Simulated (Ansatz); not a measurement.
Consider Hf-vacancy pair (Hf on one host Ti site, one Ti site vacant) in rock-salt TiN, neutral cell. Calculation: PBE, PAW (plane waves to 420 eV; Ansatz, a quantum-chemistry and plane-wave program).

64-site cell at the relaxed PBE lattice, a 2×2×2 k-point mesh shifted by half a step, smearing 0.10 eV, spin-restricted, no finite-size correction. Energies are static. Spin-orbit coupling is left out. Forms of the defect that were not tried may lie lower.

Barriers: single points on a 4×4×4 k-point mesh shifted by half a step at the bands' geometries (they differ from the bands' own by up to 0.14 eV, and are uncertain by about as much).

The step: direct exchange of Hf with the vacancy (Hf-vacancy distance between ideal sites 3.00 Å throughout). Atoms about the jump, Cartesian Å from the middle of the jump, before and after:

| atom | x0 | y0 | z0 | x1 | y1 | z1 |
|---|---|---|---|---|---|---|
| Hf1 | 0.00 | -1.01 | -1.02 | 0.00 | 1.01 | 1.02 |
| N2 | 0.00 | 1.11 | -1.11 | 0.00 | 1.11 | -1.11 |
| N3 | 0.00 | -1.11 | 1.11 | 0.00 | -1.11 | 1.11 |
| N4 | -2.15 | 1.06 | 1.06 | -2.16 | 1.06 | 1.06 |
| N5 | -2.16 | -1.06 | -1.06 | -2.15 | -1.06 | -1.06 |
| N6 | 2.16 | -1.06 | -1.06 | 2.15 | -1.06 | -1.06 |
| N7 | 2.15 | 1.06 | 1.06 | 2.16 | 1.06 | 1.06 |
| Ti8 | -2.12 | 1.10 | -1.00 | -2.11 | 1.01 | -1.10 |
| Ti9 | -2.11 | -1.01 | 1.10 | -2.12 | -1.10 | 1.01 |
| Ti10 | 2.12 | 1.10 | -1.01 | 2.11 | 1.01 | -1.10 |
| Ti11 | 2.11 | -1.01 | 1.10 | 2.12 | -1.10 | 1.00 |

**Question.** Predict the transition state.

**Answer.** 
```tsv
atom	x	y	z
Hf1	0.00	0.00	0.00
N2	0.00	1.38	-1.38
N3	0.00	-1.38	1.38
N4	-2.02	0.99	0.98
N5	-2.01	-0.98	-0.98
N6	2.02	-0.98	-0.99
N7	2.02	0.99	0.98
Ti8	-2.24	1.16	-1.16
Ti9	-2.24	-1.15	1.15
Ti10	2.23	1.16	-1.15
Ti11	2.23	-1.15	1.15
```
It lies 4.66 eV above the start and 4.66 eV above the end. The saddle point's order was not checked, and it lies on a symmetry element of the cell, where a band can be held.
